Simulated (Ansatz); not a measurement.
LiAu3 (I4/mmm), Ansatz (a program for electronic structure) with PBEsol, DFPT electron-phonon coupling, linearised Boltzmann equation. Phonon-limited resistivity 5.81 μΩ·cm at 300 K along y (a = (-1.97, 1.97, 4.12) Å; b = (1.97, -1.97, 4.12) Å; c = (1.97, 1.97, -4.12) Å), current-weighted mean free path 27 nm, Drude plasma energy 6.19 eV.

What Drude relaxation time do resistivity and plasma energy imply?

ω_p = 9.40e15 s⁻¹, so τ = 1/(ε₀ ω_p² ρ) = 22.0 fs, a damping ħ/τ of 29.9 meV.

What is the classical skin depth at 10 GHz (nonmagnetic, μ₀ = 1.257×10⁻⁶ H/m)?

δ = √(ρ/(π f μ₀)) = 1210 nm.

Estimate the resistivity of a 80 nm square wire with diffuse walls from ρ ≈ ρ₀(1 + 3ℓ/4d).

1 + 0.75 × 27/80 = 1.25, so ρ ≈ 7.28 μΩ·cm and a line 1 μm long has 11.4 Ω. The formula is the free-electron limit for d well above ℓ; grain boundaries add to it.

A metal at this level (no band gap). Only scattering by harmonic phonons is included (no impurities, grain boundaries, electron-electron scattering or thermal expansion). Spin-orbit coupling is left out, which matters with elements this heavy. Halving the electron mesh (20x20x20) moves the resistivity by up to 11 % at 300 K, the mean free path by up to 5 %. Smearing 0.20 eV; phonons on a 5x5x5 q mesh, which this run doesn't test.

Computed structure with no diffraction record at hand here (it may be known, metastable or hypothetical): LiAu3 (I4/mmm).
